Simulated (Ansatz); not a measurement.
PdCl2 in the fluorite structure (space group Fm-3m, No. 225; ferromagnetic; a hypothetical phase, not in the database extracts checked)

```cif
data_Cl8Pd4
_chemical_formula_sum 'Pd4 Cl8'
_space_group_name_H-M_alt 'Fm-3m'
_space_group_IT_number 225
_space_group_name_Hall '-F 4 2 3'
_cell_length_a 6.32227
_cell_length_b 6.32227
_cell_length_c 6.32227
_cell_angle_alpha 90.000
_cell_angle_beta 90.000
_cell_angle_gamma 90.000
loop_
_atom_site_label
_atom_site_type_symbol
_atom_site_symmetry_multiplicity
_atom_site_Wyckoff_symbol
_atom_site_fract_x
_atom_site_fract_y
_atom_site_fract_z
_atom_site_occupancy
Pd1 Pd 4 a 0.00000 0.00000 0.00000 1
Cl1 Cl 8 c 0.25000 0.25000 0.25000 1
```
(The calculation used a cell of 3 atoms; values per cell refer to that cell.)

Method: PBE in Ansatz (plane waves to 420 eV, PAW, no SOC). Settings: 13×13×13 k-points, 0.05 eV Fermi–Dirac smearing.

```yaml
volume_per_atom: 21.06 Å³
density: 4.66 g/cm³
band_gap: zero
magnetic_state: ferromagnetic
total_energy: -3043.923 eV/atom (σ→0; compares only within this code and set-up)
```

Other magnetic orders, which the real material may have, were not ruled out. No phonon test of stability was made. No Hubbard U is applied, and correlation can decide whether such a compound is a metal.

Ansatz is a quantum-chemistry and plane-wave program.
